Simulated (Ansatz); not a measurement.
Band structure of CuPt7 (Fm-3m, 8 atoms in the cell).

```
CuPt7
1.0
    0.00000     3.99859     3.99859
    3.99859     0.00000     3.99859
    3.99859     3.99859     0.00000
Cu Pt
1 7
Direct
  0.50000   0.50000   0.50000
  0.00000   0.00000   0.00000
  0.00000   0.50000   0.00000
  0.50000   0.00000   0.00000
  0.50000   0.00000   0.50000
  0.00000   0.50000   0.50000
  0.00000   0.00000   0.50000
  0.50000   0.50000   0.00000
```

Method of the run: PBEsol, PAW files made with PBE (plane waves; Ansatz, a quantum-chemistry and plane-wave program).

Settings: basis.ecutwfc = 30.9 Ry; kpoints.mp_grid.grid = 7 7 7; hamiltonian.xc = pbesol; hamiltonian.pseudopotentials = {kind: paw} (an earlier, softer set of the program's PAW files); scf.occupations.method = gaussian; scf.occupations.width = 0.0073 Ry; kpoints.band_path.npoints = 8.

The starting cell comes from a database of computed structures (which also holds hypothetical and non-ambient phases and stackings), without a prior relaxation at this level. Its lattice was rescaled by a random factor within 2.5 % of one. Spin-orbit coupling is off. Spin polarisation is off.

Levels in eV from the Fermi level, bands 70 to 77:
```csv
point,70,71,72,73,74,75,76,77
Γ,0.17,0.17,0.27,0.27,0.27,0.56,0.56,0.56
X,-1.29,-0.92,-0.62,-0.26,0.56,1.27,1.48,1.83
W,-0.63,-0.42,-0.28,-0.14,-0.02,-0.02,0.03,3.62
K,-0.81,-0.69,-0.52,-0.42,0.02,0.12,1.42,1.89
L,-0.44,0.20,0.20,0.26,0.31,2.07,2.69,2.69
U,-0.81,-0.69,-0.52,-0.42,0.02,0.12,1.42,1.89
```

Bands cross the Fermi level along this path, so the cell is metallic at this level.

Keys are those of Ansatz 0.2.
